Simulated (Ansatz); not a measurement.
Crystal: BAs (F-43m, zinc blende, 2 atoms a cell, 14.0 Å³ an atom, -3 GPa at this level); planes in its conventional cell.

Level of theory: r2SCAN (plane waves, PAW; Ansatz, a program for electronic structure).

The gap is the functional's own, uncorrected, and κ follows it; spin-orbit coupling is left out. Mid-gap values are interpolated between the computed energies.

| plane | area of the cell (Å²) | mid-gap κ (1/Å) | largest κ in the gap (1/Å) |
|---|---|---|---|
| (110) | 16.4 | 0.13 | 0.14 |
| (001) | 11.6 | (withheld) | (withheld) |
| (111) | 10.1 | (withheld) | 0.14 |

Q: The slowest decay depends on the direction. Supply the withheld values.

A: 
- (001), mid-gap κ (1/Å): 0.18
- (001), largest κ in the gap (1/Å): 0.18
- (111), mid-gap κ (1/Å): 0.12
